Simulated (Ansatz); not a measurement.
Consider the following.

End structure of a constructed model of the (111) surface of germanium, (√3x√3)R30° Ag adatom at H3 (bottom of the slab: 3 H on 3 bottom sites):

```
CELL_PARAMETERS angstrom
      6.10940     3.52727     0.00000
     -6.10940     3.52727     0.00000
      0.00000     0.00000    30.00000
ATOMIC_POSITIONS crystal
  Ge 0.00000 0.00000 0.32227
  Ge 0.33333 0.66667 0.32227
  Ge 0.66667 0.33333 0.32227
  Ge 0.00000 0.66667 0.34998
  Ge 0.33333 0.33333 0.34998
  Ge 0.66667 0.00000 0.34998
  Ge 0.00000 0.66518 0.43260
  Ge 0.33184 0.33333 0.43260
  Ge 0.66816 0.00149 0.43260
  Ge 0.00000 0.33333 0.46170
  Ge 0.33333 0.00000 0.45983
  Ge 0.66667 0.66667 0.45983
  Ge 0.00000 0.33333 0.54542
  Ge 0.33333 0.00000 0.54296
  Ge 0.66667 0.66667 0.54296
  Ge 0.00000 0.99584 0.57145
  Ge 0.33750 0.67083 0.57145
  Ge 0.66250 0.33333 0.57145
  Ge 0.00000 0.98924 0.65543
  Ge 0.34409 0.67742 0.65543
  Ge 0.65591 0.33333 0.65543
  Ge 0.00000 0.65413 0.68477
  Ge 0.32080 0.33333 0.68477
  Ge 0.67920 0.01254 0.68477
  H  0.00000 0.99928 0.27031
  H  0.33405 0.66739 0.27031
  H  0.66595 0.33333 0.27031
  Ag 0.00000 0.33333 0.73446
```

Model: 28-atom slab, 13.8 Å thick at the start with caps and adatoms (thin: gaps and levels are the slab's own), 5x5x1 mesh, Fermi-Dirac 0.025 eV, dipole correction, 6 atoms held, the rest relaxed; symmetry of the start imposed; no spin (no spin-polarised run to compare, though such a face may carry moments), no spin-orbit, no U. The slab shows no gap on its mesh. In PBE it is, or lies within 0.01 eV a 1x1 cell of, the lowest of the 2 structures of its composition computed so far; subsurface sites and larger cells were not tried.

**Question.** What is the computed work function of the top face (Ansatz (a program for electronic structure) with PBE)?

**Answer.** 4.52 eV
